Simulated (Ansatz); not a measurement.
## A computed series for Si: response to strain

Take Si in the diamond structure (space group Fd-3m, No. 227; a = 5.4443 Å) as the base. Axes: x, y, z lie along the cube axes.

Strains are applied to the cell and any free atomic positions relax; under biaxial strain the out-of-plane vector relaxes too.

Calculations: DFT with r2SCAN, PAW potentials and a 500 eV plane-wave cutoff in Ansatz (a quantum-chemistry and plane-wave program), scalar-relativistic without spin-orbit coupling.

For the base:

The smallest direct gap is 2.74 eV.

**Question.** The aim is a smallest direct gap between 2.18 eV and 2.36 eV. Which of these changes reaches it?
A. tensor shear ε_xz = −0.80 %
B. biaxial strain −1.11 %, plane normal [001], relaxed out of plane
C. biaxial strain −2.33 %, plane normal [001], relaxed out of plane
D. biaxial strain +2.73 %, plane normal [110], relaxed out of plane
E. biaxial strain −1.13 %, plane normal [111], relaxed out of plane

**Answer.** D, biaxial strain +2.73 %, plane normal [110], relaxed out of plane. It gives 2.26 eV; biaxial strain −2.33 %, plane normal [001], relaxed out of plane gives 2.60 eV; biaxial strain −1.13 %, plane normal [111], relaxed out of plane gives 2.54 eV; tensor shear ε_xz = −0.80 % gives 2.57 eV; biaxial strain −1.11 %, plane normal [001], relaxed out of plane gives 2.67 eV. Changes not listed may reach it too

A biaxial case was relaxed in a doubled cell and then solved in the primitive one. Stability against distortions was not tested.
